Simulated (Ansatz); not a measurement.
# What isotropic strain +2.58 % does to WC

Take WC (space group P-6m2, No. 187; a = 2.913 Å, c = 2.836 Å; relaxed with 0.1 eV smearing) as the base.

Perturbation: every lattice vector is stretched by 2.58 %; the atoms relax in the strained cell.

Method: Kohn–Sham DFT with the r2SCAN functional, run in Ansatz (a first-principles code) with PAW and 500 eV plane waves, spin-orbit coupling left out, earlier PAW set. Settings: 23×23×20 k-points, 0.1 eV Fermi–Dirac smearing.

| quantity | base | changed | shift |
|---|---|---|---|
| volume per atom | 10.42 Å³ | 11.25 Å³ | +0.83 Å³ |
| space group | P-6m2 (No. 187) | P-6m2 (No. 187) | – |
| shortest interatomic distance | 220.0 pm | 225.7 pm | +5.7 pm |
| energy relative to the base (free energy F) | 0 meV/atom | +73 meV/atom | +73 meV/atom |
| band gap | zero | zero | – |

Final structure:

```
CELL_PARAMETERS angstrom
      2.98824     0.00000     0.00000
     -1.49412     2.58789     0.00000
      0.00000     0.00000     2.90901
ATOMIC_POSITIONS crystal
  W  0.00000 0.00000 0.00000
  C  0.66667 0.33333 0.50000
```

Whether these cells are dynamically stable was not tested. The final runs are not spin-polarised.
